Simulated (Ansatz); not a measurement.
Base system: Au in the fcc (Cu type) structure (space group Fm-3m, No. 225).

```cif
data_Au
_chemical_formula_sum 'Au1'
_space_group_name_H-M_alt 'P 1'
_space_group_IT_number 1
_cell_length_a 2.88743
_cell_length_b 2.88743
_cell_length_c 2.88743
_cell_angle_alpha 60.000
_cell_angle_beta 60.000
_cell_angle_gamma 60.000
loop_
_space_group_symop_operation_xyz
  'x, y, z'
loop_
_atom_site_label
_atom_site_type_symbol
_atom_site_fract_x
_atom_site_fract_y
_atom_site_fract_z
_atom_site_occupancy
Au1 Au 0.00000 0.00000 0.00000 1
```

Levels (all Ansatz, a program for electronic structure, PAW): PBEsol (420 eV, spin-orbit coupling left out); PBEsol+SOC (420 eV, with spin-orbit coupling).

The geometry is relaxed with PBEsol.

| Property | Value |
|---|---|
| PBEsol pressure | 0.0 GPa |

Question: What does PBEsol+SOC give at this geometry for the pressure?

Answer: The pressure goes from zero to -1.5 GPa.

Single points use the geometry relaxed with PBEsol. The spin-orbit shifts are approximate. No phonon test of stability was made.
